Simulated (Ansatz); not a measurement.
**LaB6: pressure series**

Take LaB$_{6}$ (space group Pm-3m, No. 221; a = 4.130 Å) as the base.

Cell and atoms are relaxed at each pressure.

Method: PBEsol/PAW in Ansatz (a quantum-chemistry and plane-wave program), no spin-orbit coupling, earlier PAW set.

Two rows of this table had their results exchanged by mistake.

```
pressure          volume per atom (Å³)  shortest distance (Å)  band gap
----------------  --------------------  ---------------------  --------
pressure −2 GPa                  10.18                  1.656      zero
pressure −1 GPa                  10.12                  1.653      zero
pressure 1.8 GPa                  9.96                  1.642      zero
pressure 4.2 GPa                  9.84                  1.634      zero
pressure 9 GPa                    9.61                  1.619      zero
pressure 18 GPa                   9.24                  1.594      zero
pressure 30 GPa                   8.06                  1.514      zero
pressure 45 GPa                   8.41                  1.538      zero
pressure 60 GPa                   8.83                  1.567      zero
```

Task: Which two?

Result: The rows for pressure 30 GPa and pressure 60 GPa: the volume has to fall steadily with pressure, so 8.83 Å³ belongs to pressure 30 GPa and 8.06 Å³ to pressure 60 GPa.

Load acts through the strain it causes; cell and atoms are relaxed under it. No phonon test of stability was made. Competing high-pressure phases were not computed. All final runs are without spin polarisation. An odd electron count without spin: LaB6.
